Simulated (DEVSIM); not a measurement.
Structure: illuminated InP p-on-n cell, one wavelength, at 300 K.

Layer 1 from the left is InP, thickness (μm) 0.230, Na (cm⁻³) 6.2e17, τn (s) 5e-10, τp (s) 4.1e-11, absorption coefficient (cm⁻¹) 99000. Layer 2 from the left is InP, thickness (μm) 1.10, Nd (cm⁻³) 1.4e16, τn (s) 8.8e-10, τp (s) 8.8e-10, absorption coefficient (cm⁻¹) 99000.

Left contact: ohmic, minority electron recombination velocity 2e5 cm/s. Right contact: ohmic, minority hole recombination velocity 1000 cm/s. Voltage is applied to the left contact. Recombination: SRH at mid-gap, radiative, Auger. Light enters at the left, 2.7e16 photons cm⁻² s⁻¹, one pass, no reflection. Mobility is μmin + (μ − μmin)/(1 + (N/Nref)^α).

This is a model device: material constants are rounded textbook-type values typed into the input, and sizes, dopings and lifetimes were drawn at random. Values at 300 K.

InP: gap (eV) 1.344, affinity (eV) 4.38, permittivity 12.5, Nc (cm⁻³) 5.7e17, Nv (cm⁻³) 1.1e19, μn (cm²/Vs) 5200, μp (cm²/Vs) 170, μn,min 400, μp,min 10, Nref,n 3e17, Nref,p 4.9e17, αn 0.47, αp 0.62, B (cm³/s) 1.2e-10, Cn (cm⁶/s) 9e-31, Cp (cm⁶/s) 9e-31.

Model (solved in DEVSIM): 1D drift-diffusion, Boltzmann statistics, complete ionisation; no tunnelling, impact ionisation, image-force lowering or self-heating.

What does the simulation give for the open-circuit voltage, the largest field in the device at zero bias, the dark forward voltage at 100 A/cm²?

open-circuit voltage 0.715 V; largest field in the device at zero bias 71000 V/cm; dark forward voltage at 100 A/cm² 1.078 V.
